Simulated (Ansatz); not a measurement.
Reference: BaO2 (I4/mmm), PBEsol, rigid bands (plane waves, PAW, scalar-relativistic; Ansatz, a quantum-chemistry and plane-wave program); geometry: cell and atoms relaxed with PBEsol.

BaO2 is modelled in the tetragonal space group I4/mmm (No. 139), Pearson symbol tI6. Conventional cell: a = b = 3.774 Å, c = 6.754 Å, α = β = γ = 90.00°. Ba on 2a is surrounded by 10 O at 2.643–2.768 Å. O on 4e sees 1 O at 1.469 Å and 5 Ba at 2.643–2.768 Å. (Neighbours: up to the widest gap in distance over summed covalent radii, below 1.35, at either atom; cation-cation and far metal-metal contacts left out.)
(The calculation used a cell of 3 atoms; values per cell refer to that cell.)

- band gap: 2.07 eV
- electron conductivity mass: 0.57 mₑ
- hole conductivity mass: 2.7 mₑ
- Seebeck coefficient, n-type 1e19 cm⁻³: -246 μV/K

Task: Swap Ba for Ca, keeping the structure type. How do these values move?

Result: CaO₂ (I4/mmm): volume per atom 16.0 to 11.9 Å³; band gap rises (2.07 eV to 2.98 eV); electron conductivity mass rises (0.57 mₑ to 1.34 mₑ); hole conductivity mass falls (2.7 mₑ to 2.0 mₑ); Seebeck coefficient, n-type 1e19 cm⁻³ rises in size (-246 μV/K to -454 μV/K).

Moves up to 5 % count as about the same. Masses are for dilute carriers at 300 K, harmonic means over directions unless an axis is named. Seebeck coefficients are for the stated density at 300 K, with one relaxation time for all states and whether or not that doping can be reached. Spin-orbit coupling is left out.

Formula and space group known from diffraction (Crystallography Open Database), not checked to be the room-temperature form: BaO2 (I4/mmm). Computed structure with no diffraction record at hand here (it may be known, metastable or hypothetical): CaO2 (I4/mmm).
